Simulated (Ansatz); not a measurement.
System: AlB2-type TiB₂. Method: r²SCAN in Ansatz (plane waves, PAW).

Numerical settings: plane-wave cutoff 600 eV, 18×18×12 k mesh (along the axes of the cell as run), Fermi–Dirac smearing 0.1 eV, finite displacements, no spin polarisation, scalar-relativistic PAW data made under PBE.

The cell has the measured lattice parameters. Conventional cell: a = 3.0236 Å, b = 3.0236 Å, c = 3.2204 Å, α = 90.00°, β = 90.00°, γ = 120.00°.

TiB$_{2}$ has the hexagonal space group P6/mmm (No. 191), Pearson symbol hP3. Conventional cell: a = b = 3.024 Å, c = 3.220 Å, α = β = 90.00°, γ = 120.00°. Ti on 1a is surrounded by 12 B at 2.375 Å and 6 Ti at 3.024 Å and 2 Ti at 3.220 Å. B on 2d sees 3 B at 1.746 Å and 6 Ti at 2.375 Å. (Neighbours: up to the widest gap in distance over summed covalent radii, below 1.35, at either atom; cation-cation and far metal-metal contacts left out.)

Harmonic phonon frequencies (cm⁻¹; i marks an imaginary mode):

```json
[
 {"q point": "Γ", "frequencies": "0 0 0 521 521 521 559 897 897"},
 {"q point": "M", "frequencies": "304 323 366 529 530 563 808 837 862"},
 {"q point": "A", "frequencies": "298 298 334 427 427 522 639 910 910"}
]
```

No imaginary mode appears at these points.

Note: the cell isn't this level's own, so it is under some stress, which shifts stiffness and frequencies.

Ansatz is a first-principles code.
